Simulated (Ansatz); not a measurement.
Input and output of a self-consistent single point for LaZn (P4mm, 2 atoms in the cell) (Ansatz, a quantum-chemistry and plane-wave program).

Method: PBEsol, default PAW files made with PBE (plane waves; Ansatz).

```
LaZn
1.0
    3.76749     0.00000     0.00000
    0.00000     3.76749     0.00000
    0.00000     0.00000     3.76749
La Zn
1 1
Cartesian
  0.00000   0.00000   0.05000
  1.88374   1.88374   1.88374
```

Reference input (self-consistent single point, DFT, PBEsol, plane waves, default PAW files made with PBE): basis.ecutwfc = 420 eV; kpoints.mp_grid.grid = 9 9 9; hamiltonian.xc = pbesol; hamiltonian.pseudopotentials = {kind: paw} (the program's default PAW files); scf.occupations.method = gaussian; scf.occupations.width = 0.1 eV. This run's input differs from it in these lines:

Ansatz 0.2 input:
```diff
@@ -12,3 +12,3 @@
 kpoints:
-  mp_grid: { grid: [9, 9, 9] }
+  mp_grid: { grid: [21, 21, 21] }
 hamiltonian:
@@ -17,3 +17,3 @@
 scf:
-  occupations: { method: gaussian, width: 0.1 }
+  occupations: { method: gaussian, width: 0.05 }
 output:
```

Log, with long lists cut:

```
SCF iter   1: F=—  HF=-9442.705141 eV  |F-HF|=—  |Δ(HF+E_count)|=         —  Δρ=2.84e-3  dr2=2.04e-3  ethr=1.77e-3  ⟨swp⟩=4.6  Hψ=51163  notcnv=0
all-band conjugate gradients solve this SCF's bands
preconditioner: auto → Kerker (q_TF=auto, 2.370 Å⁻¹)
SCF iter   2: F=—  HF=-9442.703783 eV  |F-HF|=—  |Δ(HF+E_count)|=   1.36e-3  Δρ=8.35e-4  dr2=1.36e-4  ethr=8.86e-6  ⟨swp⟩=2.0  Hψ=28882  notcnv=0  defer=162
SCF iter   3: F=—  HF=-9442.703720 eV  |F-HF|=—  |Δ(HF+E_count)|=   6.28e-5  Δρ=6.78e-4  dr2=1.14e-4  ethr=5.90e-7  ⟨swp⟩=2.0  Hψ=16336  notcnv=0  defer=162
SCF iter   4: F=—  HF=-9442.703713 eV  |F-HF|=—  |Δ(HF+E_count)|=   7.75e-6  Δρ=1.62e-4  dr2=7.01e-6  ethr=4.96e-7  ⟨swp⟩=2.0  Hψ=15224  notcnv=0  defer=162
SCF iter   5: F=—  HF=-9442.703730 eV  |F-HF|=—  |Δ(HF+E_count)|=   1.74e-5  Δρ=4.47e-5  dr2=6.46e-7  ethr=3.05e-8  ⟨swp⟩=2.0  Hψ=15084  notcnv=0  defer=162
SCF iter   6: F=-9442.703730 eV  HF=-9442.703730 eV  |F-HF|=3.81e-9  |Δ(HF+E_count)|=   2.46e-7  Δρ=8.31e-6  dr2=3.49e-8  ethr=4.35e-10  ⟨swp⟩=5.9  Hψ=52492  notcnv=0
SCF 1 converged in 6 iterations: F = -9442.703730 eV  dr2 = 3.49e-8
Free energy (F): -9442.703730 eV
Internal energy: -9442.701101 eV  (E = F + TS)
E sigma→0 (E₀):  -9442.702416 eV
Entropy (-TS):   -0.002629 eV (-1.315 meV/atom)
Fermi energy:    10.448125 eV
--- Forces (eV/Å), atoms counted from 1 ---
  atom   1  La     0.00000000     0.00000000    -0.09229145
  atom   2  Zn    -0.00000000     0.00000000     0.09230731
--- Stress (GPa, compression-positive) ---
       -2.919330       0.000000      -0.000000
        0.000000      -2.919330       0.000000
       -0.000000       0.000000      -2.918881
  P = ⅓ Tr σ = -2.9192 GPa (-29.192 kbar)
  The stress holds the Pulay correction. Without it, at fixed plane waves, as pw.x and ABINIT print it: P = -2.9395 GPa
```

The run converged in 6 iterations. Against the reference run the free energy goes down by 4.4 meV/atom, the pressure goes from -2.78 to -2.92 GPa and the largest force goes from 0.088 to 0.092 eV/Å.

The starting cell comes from a database of computed structures (which also holds hypothetical and non-ambient phases and stackings), without a prior relaxation at this level. Its lattice was rescaled by up to half a per cent. One atom was moved a little off its site on purpose. Ansatz's pressure includes its estimate of the finite-basis (Pulay) stress.

Cost on one core of a shared machine: roughly 40 s.
